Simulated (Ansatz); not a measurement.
## Nb: isotropic strain −0.50 %

The parent structure is Nb in the bcc (W type) structure (space group Im-3m, No. 229; a = 3.304 Å; relaxed with 0.1 eV smearing).

The change: the cell is scaled by 0.9950 in all directions, atoms relaxed at fixed cell.

Computed with DFT with r2SCAN, PAW potentials and a 500 eV plane-wave cutoff in Ansatz (an electronic-structure program), no SOC. Γ-centred 28×28×28 mesh, Fermi–Dirac width 0.1 eV.

The volume per atom decreases by 0.27 Å³ (18.04 Å³ → 17.77 Å³) and the space group is still Im-3m (No. 229). The shortest interatomic distance drops by 0.027 bohr (5.408 bohr → 5.381 bohr) and the energy grows by 2.2 meV/atom. The pressure goes from zero to 2.7 GPa and the band gap stays zero.

Final structure:

```
Nb
1.0
   -1.64397     1.64397     1.64397
    1.64397    -1.64397     1.64397
    1.64397     1.64397    -1.64397
Nb
1
Cartesian
  0.00000   0.00000   0.00000
```

Whether these cells are dynamically stable was not tested. The final runs are not spin-polarised.
